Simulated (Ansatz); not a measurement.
The parent structure is CuI in the wurtzite structure (space group P6_3mc, No. 186; a = 4.187 Å, c = 6.898 Å).

Perturbation: hydrostatic tension (pressure −2 GPa).

Levels (all Ansatz, a quantum-chemistry and plane-wave program, PAW): PBEsol (420 eV, no spin-orbit coupling); PBEsol+SOC (420 eV, with spin-orbit coupling).

The geometry is relaxed with PBEsol.

| Quantity | Result |
|---|---|
| PBEsol valence-band top at Γ | 0.00, 0.00, -0.08 eV |
| PBEsol lowest conduction level above the VBM at special points | Γ 1.09 eV; A 2.27 eV; L 2.44 eV; M 2.59 eV |

With PBEsol+SOC at the same geometry, the hole mass is 1.3 mₑ along c, 0.24 mₑ across (at Γ); the valence-band top at Γ (three highest Kramers pairs, from the VBM) becomes 0.00, -0.05, -0.48 eV (PBEsol: 0.00, 0.00, -0.08 eV); the lowest conduction level above the VBM at special points becomes Γ 0.93 eV; A 2.11 eV; L 2.27 eV; M 2.42 eV (PBEsol: Γ 1.09 eV; A 2.27 eV; L 2.44 eV; M 2.59 eV).

Single points use the geometry relaxed with PBEsol. Differences between runs with and without spin-orbit coupling are approximate. With I present, leaving out spin-orbit coupling can change the band edges. The levels and masses belong to the bands next to the band gap. Load acts through the strain it causes; cell and atoms are relaxed under it. Masses are band curvatures over ±0.01 Å⁻¹ around the edge. Whether these cells are dynamically stable was not tested. The runs without spin-orbit coupling are not spin-polarised. This is not the structure that CuI has at room temperature and ambient pressure.
